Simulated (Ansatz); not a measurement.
System: Al2(SO4)3 (R-3, No. 148). Method: r²SCAN in Ansatz (plane waves, PAW).

Settings: plane-wave cutoff 560 eV, 6×6×6 k mesh, Fermi–Dirac smearing 0.01 eV, scalar-relativistic PAW data made under PBE.

Computed at the level's own relaxed cell.

What does this level give for the band gap, lattice parameter a and lattice parameter c?


- band gap = 7.22 eV (on the SCF k mesh)
- lattice parameter a = 8.031 Å
- lattice parameter c = 21.473 Å

Note: the relaxation could not lower the start's symmetry, so the cell can be a saddle point above a distorted one.

Static lattice: no zero-point or thermal effects.

Cost on a shared machine: about 30 core-minutes (a rough figure).

Ansatz is a first-principles code.
